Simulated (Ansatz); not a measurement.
Base system: Zn in the hcp (Mg type) structure (space group P6_3/mmc, No. 194; a = 2.6358 Å, c = 4.6573 Å).

Method: PBEsol/PAW in Ansatz (a first-principles code), spin-orbit coupling left out.

Before the change:

| Quantity | Value |
|---|---|
| Volume per atom | 14.01 Å³ |

The change: a negative pressure, −1 GPa.

Problem. How does this affect the volume per atom?

Solution. The volume per atom goes up by 0.17 Å³, from 14.01 Å³ to 14.18 Å³.

Load acts through the strain it causes; cell and atoms are relaxed under it. No phonon test of stability was made.
